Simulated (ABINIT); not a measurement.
Worked example: self-consistent single point of BaZrO₃ (Pm-3m, 5 atoms in the cell) in ABINIT.

Computed with PBE, norm-conserving pseudopotentials (PseudoDojo nc-sr-05 PBE standard) (plane waves; ABINIT).

The change in words: lattice scaled by 0.98. Reference geometry:
```xyz
5
Lattice="4.1900 0.0000 0.0000 0.0000 4.1900 0.0000 0.0000 0.0000 4.1900" Properties=species:S:1:pos:R:3 pbc="T T T"
Ba     0.0000     0.0000     0.0000
Zr     2.0950     2.0950     2.0950
O      2.0950     0.0000     2.0950
O      0.0000     2.0950     2.0950
O      2.0950     2.0950     0.0000
```

Reference input (self-consistent single point, DFT, PBE, plane waves, norm-conserving pseudopotentials (PseudoDojo nc-sr-05 PBE standard)): pseudos = [Ba.upf, Zr.upf, O.upf]; ecut = 42 Ha; occopt = 3; tsmear = 0.00073499 Ha; ngkpt = 8 8 8; nshiftk = 1; shiftk = 0 0 0; potentials = PseudoDojo nc-sr-05 PBE standard; nband = 27; kptopt = 1; nstep = 100; tolvrs = 1e-11. This run's input differs from it in these lines:

```diff
@@ -5,5 +5,5 @@
 rprim
-         4.1900000000    0.0000000000    0.0000000000
-         0.0000000000    4.1900000000    0.0000000000
-         0.0000000000    0.0000000000    4.1900000000
+         4.1062000000    0.0000000000    0.0000000000
+         0.0000000000    4.1062000000    0.0000000000
+         0.0000000000    0.0000000000    4.1062000000
 natom 5
@@ -14,6 +14,6 @@
          0.0000000000    0.0000000000    0.0000000000
-         3.9589762311    3.9589762311    3.9589762311
-         3.9589762311    0.0000000000    3.9589762311
-         0.0000000000    3.9589762311    3.9589762311
-         3.9589762311    3.9589762311    0.0000000000
+         3.8797967065    3.8797967065    3.8797967065
+         3.8797967065    0.0000000000    3.8797967065
+         0.0000000000    3.8797967065    3.8797967065
+         3.8797967065    3.8797967065    0.0000000000
 ecut 42 Ha
```

Log, with long lists cut:

```
--- !BeginCycle
solver: {iscf: 7, nstep: 100, nline: 4, wfoptalg: 0, }
tolerances: {tolvrs: 1.00E-11, }
...

     iter   Etot(hartree)      deltaE(h)  residm     vres2
 ETOT  1  -128.09053326130    -1.281E+02 1.086E-01 1.741E+03
 ETOT  2  -127.53516425188     5.554E-01 4.984E-02 3.505E+03
 ETOT  3  -128.56990014306    -1.035E+00 1.047E-02 6.682E+01
 ETOT  4  -128.58632816289    -1.643E-02 4.925E-03 3.808E+00
 ETOT  5  -128.58660193810    -2.738E-04 1.783E-03 1.652E+00
   [... 4 lines left out ...]
 ETOT 10  -128.58699373658    -4.201E-09 4.203E-04 4.697E-07
 ETOT 11  -128.58699373675    -1.699E-10 2.298E-04 9.692E-10
 ETOT 12  -128.58699373675    -5.173E-12 1.820E-04 2.545E-09
 ETOT 13  -128.58699373675     4.121E-12 1.909E-04 7.592E-12
 At SCF step   13       vres2   =  7.59E-12 < tolvrs=  1.00E-11 =>converged.

 Cartesian components of stress tensor (hartree/bohr^3)
  sigma(1 1)= -5.24139661E-04  sigma(3 2)=  0.00000000E+00
  sigma(2 2)= -5.24139661E-04  sigma(3 1)=  0.00000000E+00
  sigma(3 3)= -5.24139661E-04  sigma(2 1)=  0.00000000E+00

 ----iterations are completed or convergence reached----

 reduced coordinates (array xred) for    5 atoms
       0.000000000000      0.000000000000      0.000000000000
       0.500000000000      0.500000000000      0.500000000000
       0.500000000000      0.000000000000      0.500000000000
       0.000000000000      0.500000000000      0.500000000000
       0.500000000000      0.500000000000      0.000000000000
 cartesian forces (eV/Angstrom) at end:
    1     -0.00000000000000    -0.00000000000000    -0.00000000000000
   [... lines left out ...]
 Fermi (or HOMO) energy (eV) =   8.60522   Average Vxc (eV)= -11.31815
   [... lines left out ...]
total_energy        : -1.28586993736746E+02
total_energy_eV     : -3.49903004597401E+03
band_energy         : -7.09004340649583E+00
...

-Cartesian components of stress tensor (GPa)         [Pressure=  1.5421E+01 GPa]
- sigma(1 1)= -1.54207186E+01  sigma(3 2)=  0.00000000E+00
- sigma(2 2)= -1.54207186E+01  sigma(3 1)=  0.00000000E+00
- sigma(3 3)= -1.54207186E+01  sigma(2 1)=  0.00000000E+00

 Calculation completed.
```

The run converged in 13 iterations. Against the reference run the free energy goes up by 50.7 meV/atom, the pressure goes from 3.91 to 15.42 GPa and the gap on the mesh goes from 3.248 to 3.384 eV.

The starting cell has typed, rounded lattice constants, without a prior relaxation at this level. For this run, on top of that: lattice scaled by 0.98. With a pressure of about 15 GPa the cell is away from its equilibrium volume at this level.

Cost on one core of a shared machine: roughly 4 min.
